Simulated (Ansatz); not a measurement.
The reference is GaN in the zinc blende structure (space group F-43m, No. 216; a = 4.498 Å). Axes: x, y, z lie along the cube axes.

All numbers come from r2SCAN, PAW, 500 eV (Ansatz, a program for electronic structure; without spin-orbit coupling).

For the base:

Valence-band top at Γ: 0.00, 0.00, 0.00 eV
Band gap: 2.17 eV

Modification: biaxial strain +0.42 %, plane normal [111], relaxed out of plane (Cartesian); in-plane vectors clamped, the third vector and the atoms free.

**Question.** What happens to the valence-band top at Γ?

**Answer.** The valence-band top at Γ (three highest levels, from the VBM) becomes 0.00, -0.04, -0.04 eV (base: 0.00, 0.00, 0.00 eV).

**Question.** Estimate the effect on the band gap.

**Answer.** The band gap drops by 0.07 eV (2.17 eV → 2.10 eV).

**Question.** How does this affect the out-of-plane strain?

**Answer.** The out-of-plane strain comes out as -0.18 %.

Stability against distortions was not tested. This is not the structure that GaN has at room temperature and ambient pressure.
